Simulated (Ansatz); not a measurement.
A computed series for CdS: response to strain

Start from CdS in the wurtzite structure (space group P6_3mc, No. 186; a = 4.0741 Å, c = 6.6367 Å).

Strains are applied to the cell and any free atomic positions relax.

Method: Ansatz (a quantum-chemistry and plane-wave program) LDA, no SOC.

Notes on the quantities. pressure: mean of the normal stresses, compression positive.

```csv
isotropic strain (%),pressure (GPa)
0,0.0
0.6,-1.2
1.2,-2.2
1.8,-3.2
2.4,?
3,-4.9
```

Fit P = P₀ − Bδ + Cδ² with δ = (1 + ε)³ − 1 to the rows shown and predict the withheld row.

Least squares on the printed values gives P₀ = 0.0 GPa, B = 65.7 GPa (at held cell shape), C = 141 GPa (largest residual 0.0 GPa); this predicts -4.1 GPa, and the run gives -4.1 GPa, in agreement.

Stability against distortions was not tested.
